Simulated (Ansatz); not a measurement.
Consider a periodic stack without vacuum, cubic SrTiO3 (0 0 1) on germanium (0 0 1) (film strained to the substrate, faces as cut): substrate slab Ge12, film Sr3Ti3O9, surface cells [[1, 0], [1, 1]] and [[0, 1], [-1, 0]], film strained by +3.5 and +3.5 %, faces Ge/Ge and OTi/OSr as cut (like faces can put a slab off its formula). Its start:

```xyz
27
Lattice="4.0729 0.0000 0.0024 0.0000 4.0729 0.0041 0.3575 1.3879 30.6171" Properties=species:S:1:pos:R:3 pbc="T T T"
Ge     4.1366     4.1024     2.8827
Ge     2.1048     3.7470     1.5274
Ge     2.0529     2.0541     5.7047
Ge     4.0943     2.0655     4.2908
Ge     4.0758     4.0836     8.5664
Ge     2.0399     4.0873     7.1314
Ge     2.0420     2.0547    11.4340
Ge     4.0788     2.0465     9.9993
Ge     4.0815     4.0918    14.2894
Ge     2.0452     4.0919    12.8662
Ge     2.0468     1.7401    17.0708
Ge     4.0835     2.0548    15.6969
Sr     1.9621     2.5443    21.5035
Ti     3.9972     4.5894    19.7177
O      2.1440     4.4109    19.6762
O      4.1243     2.3174    19.6730
O      4.1694     4.3646    21.5430
Sr     1.9502     2.5483    25.4282
Ti     3.9721     4.5727    23.5374
O      2.1252     4.4290    23.4654
O      4.1170     2.3446    23.4716
O      4.1542     4.3601    25.4003
Sr     1.9397     2.6115    29.1513
Ti     3.9837     4.5797    27.4340
O      2.0802     4.4741    27.3352
O      4.0850     2.3785    27.3379
O      4.1254     4.3470    29.2537
```

The start was prepared with a machine-learned potential, and the result is one local minimum, with the in-plane cell held and forces under 0.04 eV/Å; the film can end far from its bulk form.

Method: PBE (plane waves to 420 eV, PAW; Ansatz, an electronic-structure program). Spin–orbit coupling is left out; PBE gaps are too small against experiment. Its k-point mesh 6×6×1, Fermi–Dirac width 0.05 eV.

Task: Predict the relaxed interface.

Result: 
| Quantity | Value |
|---|---|
| interface area | 16.6 Å² |
| period | 30.49 Å |
| gaps between the outermost planes at the two interfaces | 1.90 and 3.12 Å |
| Ge–Ti contacts across the interfaces within 1.22 times the sum of covalent radii | 2, mean 2.98 Å |
| Ge–Sr contacts across the interfaces within 1.22 times the sum of covalent radii | 1, mean 3.40 Å |
| Ge–O contacts across the interfaces within 1.22 times the sum of covalent radii | 1, mean 1.99 Å |
| two interfaces | unlike, so that offsets are their mean |
| spin-polarised check at this geometry | keeps a moment, energy 0.00 eV |
